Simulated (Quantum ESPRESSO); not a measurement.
**A series of runs on SiS₄ (P2_1/m, 10 atoms in the cell)**

SiS$_{4}$ is taken in the monoclinic space group P2₁/m (No. 11), Pearson symbol mP10. Lattice parameters: a = 6.8823 Å, b = 4.7110 Å, c = 7.6573 Å, α = 90.00°, β = 93.28°, γ = 90.00°. Si on 2e is coordinated by 4 S at 2.142–2.165 Å. S1 on 4f is surrounded by 1 S at 2.113 Å and 1 S at 2.598 Å and 1 Si at 2.142 Å. S2 on 2e has 1 Si at 2.147 Å and 2 S at 2.402 Å. S3 on 2e has 1 Si at 2.165 Å and 2 S at 2.402 Å. (Neighbours: up to the widest gap in distance over summed covalent radii, below 1.35, at either atom.)

Base run A: PBEsol, PseudoDojo standard norm-conserving (PBESOL) pseudopotentials in Quantum ESPRESSO, self-consistent single point.

Its settings: ecutwfc = 55 Ry; occupations = smearing; smearing = mp; degauss = 0.0099958 Ry; potentials = {Si: Si.upf, S: S.upf}; K_POINTS = automatic 3 4 3 0 0 0; conv_thr = 1e-10 Ry; mixing_beta = 0.5.

The starting cell comes from a database of computed structures (which also holds hypothetical and non-ambient phases and stackings), without a prior relaxation at this level. The run gives no clean gap (levels at the Fermi energy touch, overlap or are partly filled at this smearing), which alone does not show that the compound is a metal. Without a gap this mesh is coarse (it stands for a supercell whose shortest vector is 19 Å).

Runs:
- B: ecutwfc: 55 Ry → 60 Ry; input_dft: default → blyp; potentials: PseudoDojo standard norm-conserving (PBE) [BLYP]
- C: ecutwfc: 55 Ry → 60 Ry; input_dft: default → wc; potentials: PseudoDojo standard norm-conserving (PBE) [Wu-Cohen GGA]
- D: ecutwfc: 55 Ry → 60 Ry; input_dft: default → rvv10; potentials: PseudoDojo standard norm-conserving (PBE) [rVV10]

| run | pressure (GPa) | largest force (eV/Å) |
|---|---|---|
| A | -0.04 | 0.375 |
| B | 5.12 | 0.372 |
| C | (withheld) | 0.415 |
| D | (withheld) | 0.388 |

Q: What belongs in the gaps?

A: 
- C, pressure (GPa): 0.58
- D, pressure (GPa): 2.43

Left out of this page: 3 runs of the series held back from this collection.
